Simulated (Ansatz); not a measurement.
```xyz
28
Lattice="26.5000 0.0000 0.0000 0.0000 26.5000 0.0000 0.0000 0.0000 3.8573" Properties=species:S:1:pos:R:3 pbc="T T T"
Si    20.3928    14.3225     1.9286
Si    20.6373    15.5264     0.0000
Si    19.2201    17.3154     0.0000
Si    18.9179    18.5061     1.9286
Si    16.8649    19.5029     1.9286
Si    16.0760    20.4446     0.0000
Si    13.7938    20.4520     0.0000
Si    12.6744    20.9582     1.9286
Si    10.6150    19.9747     1.9286
Si     9.3869    19.9452     0.0000
Si     7.9580    18.1656     0.0000
Si     6.8644    17.6061     1.9286
Si     6.3492    15.3828     1.9286
Si     5.6066    14.4041     0.0000
Si     6.1072    12.1775     0.0000
Si     5.8627    10.9736     1.9286
Si     7.2799     9.1846     1.9286
Si     7.5821     7.9939     0.0000
Si     9.6351     6.9971     0.0000
Si    10.4240     6.0554     1.9286
Si    12.7062     6.0480     1.9286
Si    13.8256     5.5418     0.0000
Si    15.8850     6.5253     0.0000
Si    17.1131     6.5548     1.9286
Si    18.5420     8.3344     1.9286
Si    19.6356     8.8939     0.0000
Si    20.1508    11.1172     0.0000
Si    20.8934    12.0959     1.9286
```

Method: PBE (plane waves to 420 eV, PAW; Ansatz, a first-principles code). Mesh 1×1×18. No spin polarisation. Isolated but for its images some 11 Å away. A hypothetical model, rolled from the flat sheet. Symmetry and one short period hold its shape; lower forms weren't sought.

Problem. Tabulate the two highest filled and two lowest empty levels along the axis, from the valence top.

Solution. 
| k (2π/c) | v2 (eV) | v1 (eV) | c1 (eV) | c2 (eV) |
|---|---|---|---|---|
| 0.000 | -1.00 | -0.82 | 0.72 | 0.94 |
| 0.042 | -1.05 | -0.80 | 0.74 | 0.99 |
| 0.083 | -1.00 | -0.73 | 0.77 | 1.06 |
| 0.125 | -0.92 | -0.64 | 0.77 | 1.08 |
| 0.167 | -0.82 | -0.53 | 0.74 | 1.06 |
| 0.208 | -0.70 | -0.40 | 0.67 | 0.99 |
| 0.250 | -0.57 | -0.24 | 0.55 | 0.88 |
| 0.292 | -0.43 | -0.07 | 0.40 | 0.73 |
| 0.333 | -0.34 | -0.01 | 0.32 | 0.60 |
| 0.375 | -0.35 | -0.20 | 0.49 | 0.58 |
| 0.417 | -0.52 | -0.47 | 0.67 | 0.67 |
| 0.458 | -0.76 | -0.76 | 0.56 | 0.56 |
| 0.500 | -0.92 | -0.92 | 0.53 | 0.53 |
